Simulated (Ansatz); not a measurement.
We consider CsCl-type CuZn, described by HSE06 in Ansatz (PAW).

Run with plane-wave cutoff 460 eV, 10×10×10 k mesh, Fermi–Dirac smearing 0.05 eV, no spin polarisation, scalar-relativistic PAW data made under PBE.

Results at a series of volumes:

```
V (Å³/atom)  E − E_lowest (meV/atom)  P (GPa)
-----------  -----------------------  -------
12.357                         12.78     6.51
12.758                          1.83     2.32
13.008                          0.00     0.07
13.333                          2.49    -2.49
13.658                          9.84    -4.71
```

Fit the third-order Birch–Murnaghan equation and give B0 and B′.

V0 = 13.018 Å³/atom, B0 = 110 GPa, B′ = 5.0 (fit to the energies at full precision).

Measured, for comparison: bulk modulus 116 GPa (temperature not stated, not corrected to a static lattice; as tabulated in Nepal et al. (2020), arXiv:2007.11150); equilibrium volume per atom 12.93 Å³/atom (temperature not stated, not corrected to a static lattice; as tabulated in First-Principles Study on the Electrical and Thermal Conductivities of Cu–Zn …). Computed (rounded) less measured: bulk modulus -5 %, equilibrium volume per atom +0.7 %.

Note: the run has no spin polarisation, so it can have missed a magnetic state.

The result took roughly 19 core-minutes.

Ansatz is a program for electronic structure.
